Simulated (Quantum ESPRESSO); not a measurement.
Quantum ESPRESSO 7.5, DFT, PBE, plane waves, SSSP 1.1.2 efficiency PBE: fcc Pt, 1 atom. Basis and mesh were picked for this test and aren't claimed converged.

```
Property                                           Result
------------------------  -------------------------------
cell                      2.77, 2.77, 2.77 Å; 60, 60, 60°
task                                                  scf
k mesh                                           18×18×18
ecutwfc                                             45 Ry
ecutrho                                            360 Ry
occupations                                      smearing
smearing                                               mv
degauss                                           0.02 Ry
conv_thr                                         1e-09 Ry
tprnfor                                              true
tstress                                             false
diagonalization                           david (default)
mixing_mode                               plain (default)
mixing_beta                                 0.7 (default)
mixing_ndim                                   8 (default)
k-points computed                                     195
bands                                                  12
electrons                                              16
G-vectors of the density                            11791
FFT grid                                         32×32×32
symmetry operations                                    48
```

Machine: one whole node, AMD EPYC (Zen 5), 96 cores on 1 socket, no SMT, 12 L3 cache groups; 94 cores' worth of CPU time may be used.

Each time is the median wall time of two to five repeats, run one at a time on the otherwise empty machine; start-up is included. Unless noted, each process is bound to its own block of adjacent cores. Build: conda-forge: Open MPI 5.0, OpenMP, OpenBLAS 0.3.34 (pthreads), FFTW, ScaLAPACK, ELPA. Other compilers and libraries give other times. Scratch files lie in a memory file system.

All on 8 ranks. The candidates, on 8 cores each, agree within 1.0 meV/atom in energy:
A. -nk 2
B. -nk 8
C. -nk left out (the program takes 1)
D. -nk 4
E. -nk 1

Q: Which would you take for the shortest time to solution?

A: B and D, at 1.9 s, level within 8 % or the scatter of repeats. At the other end C takes 1.4× as long.

```csv
candidate,wall time,repeats,SCF iterations
B,1.9 s,3 runs within 1 %,7
D,1.9 s,3 runs within 1 %,7
A,2.1 s,3 runs within 1 %,7
E,2.7 s,3 runs within 1 %,7
C,2.7 s,3 runs within 1 %,7
```

From the slowest to the fastest: The largest move is in FFTs of H·ψ (vloc_psi): 0.93 s to 0.50 s. Launch, exit and the like take 0.53 s of the 1.9 s.
